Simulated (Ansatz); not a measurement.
The parent structure is CdSe in the zinc blende structure (space group F-43m, No. 216; a = 6.1333 Å). Axes: x, y, z lie along the cube axes.

Structures relaxed with r2SCAN (Ansatz, a program for electronic structure, PAW, no spin-orbit coupling).

Base:

Simulated powder pattern, Cu Kα1, λ = 1.54056 Å (kinematic, ideal powder, no thermal factors, no anomalous dispersion; the 8 strongest lines at most, above 2 %, up to 2θ = 90°):

```csv
2θ (°),I/Imax (%),hkl
25.13,100,(111)
29.09,3.2,(200)
41.61,74,(220)
49.23,46,(311)
60.31,12,(400)
66.38,18,(331)
75.94,24,(422)
81.47,14,(333)
```

After one change:

Simulated powder pattern, Cu Kα1, λ = 1.54056 Å (kinematic, ideal powder, no thermal factors, no anomalous dispersion; the 8 strongest lines at most, above 2 %, up to 2θ = 90°):

```json
[
 {"2θ (°)": "24.91", "I/Imax (%)": "98"},
 {"2θ (°)": "25.35", "I/Imax (%)": "100"},
 {"2θ (°)": "41.07", "I/Imax (%)": "25"},
 {"2θ (°)": "41.62", "I/Imax (%)": "98"},
 {"2θ (°)": "42.17", "I/Imax (%)": "24"},
 {"2θ (°)": "48.88", "I/Imax (%)": "32"},
 {"2θ (°)": "49.11", "I/Imax (%)": "17"},
 {"2θ (°)": "49.61", "I/Imax (%)": "29"}
]
```

Question: Name the change that was made.
A. biaxial strain +0.36 %, plane normal [111], relaxed out of plane
B. tensor shear ε_xz = +1.27 %
C. isotropic strain −0.61 %
D. isotropic strain −1.38 %

Answer: B, tensor shear ε_xz = +1.27 %. Its volume per atom is 28.83 Å³ against 28.84 Å³, and its space group is Imm2 (No. 44).

Stability against distortions was not tested.
